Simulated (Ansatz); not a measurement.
# Pressure series in SiO2

Consider SiO2 in the rutile structure (space group P4_2/mnm, No. 136; a = 4.2359 Å, c = 2.6899 Å).

Cell and atoms are relaxed at each pressure.

The values are results of PBE (Ansatz, a program for electronic structure), scalar-relativistic without spin-orbit coupling, earlier PAW set, not measurements.

Candidates:
(a) pressure 3 GPa
(b) pressure −2 GPa
(c) pressure 50 GPa
(d) pressure −1 GPa
(e) pressure 100 GPa

Base values:

```
Item        Value
--------  -------
Band gap  5.05 eV
```

### Question
Order them by band gap, lowest first.

### Answer
(b) pressure −2 GPa (4.94 eV), (d) pressure −1 GPa (5.00 eV), (a) pressure 3 GPa (5.21 eV), (c) pressure 50 GPa (6.90 eV), (e) pressure 100 GPa (7.03 eV)

Load acts through the strain it causes; cell and atoms are relaxed under it. Whether these cells are dynamically stable was not tested. Competing high-pressure phases were not computed.
